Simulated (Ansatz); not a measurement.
Start from CdSe in the wurtzite structure (space group P6_3mc, No. 186; a = 4.248 Å, c = 6.941 Å).

Method: LDA (Ansatz, a quantum-chemistry and plane-wave program, PAW, no spin-orbit coupling).

Before the change:

| Item | Value |
|---|---|
| Band gap | 0.46 eV |
| Electron mass | 0.047 mₑ (at Γ) |
| Width of the top valence band | 1.88 eV |
| Valence-band top at Γ | 0.00, 0.00, -0.07 eV |

Modification: every lattice vector is shortened by 1.20 %, atoms relaxed at fixed cell.

What happens to the energy relative to the base?

The energy increases by 6.6 meV/atom.

Predict the new band gap.

The band gap rises by 0.08 eV (0.46 eV → 0.54 eV).

Estimate the effect on the electron mass.

The electron mass changes from 0.047 mₑ (at Γ) to 0.053 mₑ (at Γ).

What does the calculation give for the width of the top valence band after the change?

The width of the top valence band goes up by 0.12 eV (1.88 eV → 2.00 eV).

Estimate the effect on the valence-band top at Γ.

The valence-band top at Γ (three highest levels, from the VBM) remains 0.00, 0.00, -0.07 eV.

The cells carry an imposed strain or load. Masses are band curvatures over ±0.01 Å⁻¹ around the edge. No phonon test of stability was made.
